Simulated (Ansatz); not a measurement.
The parent structure is ZnSe in the zinc blende structure (space group F-43m, No. 216; a = 5.7330 Å).

Levels (all Ansatz, an electronic-structure program, PAW): PBE (420 eV, without spin-orbit coupling); r2SCAN (500 eV, without spin-orbit coupling); HSE06 (420 eV, no spin-orbit coupling); PBE+SOC (420 eV, spin-orbit coupling included).

One geometry, relaxed with PBE, under each level:

Notes on the quantities. hole mass: degenerate bands, along [100].

The valence-band top lists the three highest levels at Γ (Kramers pairs under SOC), from the VBM.

| level | band gap | lowest conduction level above the VBM at special points | valence-band top at Γ | electron mass | hole mass | pressure |
|---|---|---|---|---|---|---|
| PBE | 1.15 eV | Γ 1.15 eV; L 2.49 eV; X 3.07 eV; K 3.61 eV | 0.00, 0.00, 0.00 eV | 0.090 mₑ (at Γ) | 0.094, 0.63, 0.63 mₑ (at Γ) | -0.01 GPa |
| r2SCAN | 1.72 eV | Γ 1.72 eV; L 2.99 eV; X 3.41 eV; K 4.01 eV | – | 0.12 mₑ (at Γ) | 0.13, 0.63, 0.63 mₑ (at Γ) | -2.15 GPa |
| HSE06 | 2.26 eV | Γ 2.26 eV; L 3.58 eV; X 3.92 eV | – | – | – | – |
| PBE+SOC | 1.03 eV | Γ 1.03 eV; L 2.36 eV; X 2.94 eV; K 3.48 eV | 0.00, 0.00, -0.38 eV | 0.088 mₑ (at Γ) | 0.12, 0.61 mₑ (at Γ) | 0.00 GPa |

Single points use the geometry relaxed with PBE. Their cutoffs differ, which shifts pressures a little. Differences between runs with and without spin-orbit coupling are approximate. Effective masses come from finite differences of ±0.01 Å⁻¹. No phonon test of stability was made.
